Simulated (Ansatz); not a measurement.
The starting structures come from a database of crystals and need not be the phases stable at ambient conditions.

By PBEsol, the system below comes out a metal.

The ballistic (Sharvin) conductance counts the channels at the Fermi level: G/A = (e²/h) × channels of both spins per area.

Input:

```yaml
crystal:
  lattice:
    - [4.10806, 0.00000, 0.00000]
    - [0.00000, 8.96427, 0.00000]
    - [0.00000, 0.00000, 11.77756]
  atoms:
    - { symbol: Ni, position: [0.75000, 0.08646, 0.48228] }
    - { symbol: Ni, position: [0.25000, 0.91354, 0.51772] }
    - { symbol: Ni, position: [0.25000, 0.41354, 0.98228] }
    - { symbol: Ni, position: [0.75000, 0.58646, 0.01772] }
    - { symbol: Bi, position: [0.25000, 0.19565, 0.60958] }
    - { symbol: Bi, position: [0.75000, 0.80435, 0.39042] }
    - { symbol: Bi, position: [0.75000, 0.30435, 0.10958] }
    - { symbol: Bi, position: [0.25000, 0.69565, 0.89042] }
    - { symbol: Bi, position: [0.25000, 0.12710, 0.91820] }
    - { symbol: Bi, position: [0.75000, 0.87290, 0.08180] }
    - { symbol: Bi, position: [0.75000, 0.37290, 0.41820] }
    - { symbol: Bi, position: [0.25000, 0.62710, 0.58180] }
    - { symbol: Bi, position: [0.75000, 0.40384, 0.82949] }
    - { symbol: Bi, position: [0.25000, 0.59616, 0.17051] }
    - { symbol: Bi, position: [0.25000, 0.09616, 0.32949] }
    - { symbol: Bi, position: [0.75000, 0.90384, 0.67051] }
```

Space group of this cell: Pnma. The cell is taken as given; by PBEsol its mean pressure is -1.7 GPa.

The current flows along the normal of the first two printed cell vectors. No spin-orbit coupling; the value is a mean over 0.1 eV about the Fermi level.

Problem. Estimate the ballistic conductance per area that Ansatz (a quantum-chemistry and plane-wave program) with PBEsol returns for this system.

Solution. 0.22 × 10¹⁵ S/m² for both spins.
